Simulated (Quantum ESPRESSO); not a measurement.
Quantum ESPRESSO run on Co3Mo (Amm2, 4 atoms in the cell): self-consistent single point.

Method of the run: LDA (PZ), PSlibrary ultrasoft (LDA) pseudopotentials (plane waves; Quantum ESPRESSO).

The change in words: lattice scaled by 0.98. Reference geometry:
```
Co3Mo
1.0
    8.23925     0.00000     0.00000
    0.00000     1.31646     2.27350
    0.00000    -1.31646     2.27350
Co Mo
3 1
Direct
  0.00000   0.66704   0.66704
  0.76402   0.33298   0.33298
  0.23598   0.33298   0.33298
  0.50000   0.66700   0.66700
```

Reference input (self-consistent single point, DFT, LDA (PZ), plane waves, PSlibrary ultrasoft (LDA) pseudopotentials): ecutwfc = 55 Ry; ecutrho = 330 Ry; occupations = smearing; smearing = gauss; degauss = 0.0099958 Ry; potentials = {Co: Co.pz-n-rrkjus_psl.1.0.0.UPF, Mo: Mo.pz-spn-rrkjus_psl.1.0.0.UPF}; K_POINTS = automatic 4 12 12 0 0 0; conv_thr = 1e-10 Ry. This run's input differs from it in these lines:

```diff
@@ -26,5 +26,5 @@
 CELL_PARAMETERS bohr
-  15.56992597     0.00000000     0.00000000
-   0.00000000     2.48774885     4.29629234
-   0.00000000    -2.48774885     4.29629234
+  15.25852745     0.00000000     0.00000000
+   0.00000000     2.43799425     4.21036650
+   0.00000000    -2.43799425     4.21036650
 ATOMIC_POSITIONS crystal
```

Output (repeated stretches shortened):

```
     Self-consistent Calculation

     iteration #  1     ecut=    55.00 Ry     beta= 0.70

---- Real-time Memory Report at c_bands before calling an iterative solver
           170 MiB given to the printing process from OS
           136 MiB allocation reported by mallinfo(arena+hblkhd)
------------------

     Threshold (ethr) on eigenvalues was too large:
     Diagonalizing with lowered threshold

---- Real-time Memory Report at c_bands before calling an iterative solver
           260 MiB given to the printing process from OS
           143 MiB allocation reported by mallinfo(arena+hblkhd)
------------------

   [... lines left out ...]

---- Real-time Memory Report at c_bands before calling an iterative solver
           268 MiB given to the printing process from OS
           150 MiB allocation reported by mallinfo(arena+hblkhd)
------------------

     total energy              =    -367.28724460 Ry
     estimated scf accuracy    <          1.2E-10 Ry

     iteration # 19     ecut=    55.00 Ry     beta= 0.70

---- Real-time Memory Report at c_bands before calling an iterative solver
           268 MiB given to the printing process from OS
           150 MiB allocation reported by mallinfo(arena+hblkhd)
------------------
     End of self-consistent calculation

     the Fermi energy is    16.5504 ev

!    total energy              =    -367.28724460 Ry
     estimated scf accuracy    <          7.3E-12 Ry
     smearing contrib. (-TS)   =      -0.00537706 Ry
     internal energy E=F+TS    =    -367.28186754 Ry

     convergence has been achieved in  19 iterations

     Forces acting on atoms (cartesian axes, Ry/au):

     atom    1 type  1   force =     0.00000000    0.00000000   -0.00025936
     atom    2 type  1   force =    -0.00557077   -0.00000000    0.00019409
     atom    3 type  1   force =     0.00557077    0.00000000    0.00019409
     atom    4 type  2   force =     0.00000000    0.00000000   -0.00012882

     Total force =     0.007888     Total SCF correction =     0.000004

          total   stress  (Ry/bohr**3)                   (kbar)     P=     -109.39
  -0.00092820   0.00000000   0.00000000         -136.54        0.00        0.00
   0.00000000  -0.00066273   0.00000000            0.00      -97.49        0.00
   0.00000000   0.00000000  -0.00063993            0.00        0.00      -94.14

   JOB DONE.
```

The run converged in 19 iterations. Against the reference run the free energy goes down by 75.9 meV/atom, the pressure goes from -23.48 to -10.94 GPa and the largest force goes from 0.195 to 0.143 eV/Å.

The starting cell comes from a database of computed structures (which also holds hypothetical and non-ambient phases and stackings), without a prior relaxation at this level. For this run, on top of that: lattice scaled by 0.98. Spin polarisation is off. With a pressure of about -11 GPa the cell is away from its equilibrium volume at this level.

Cost on one core of a shared machine: roughly 5 min.
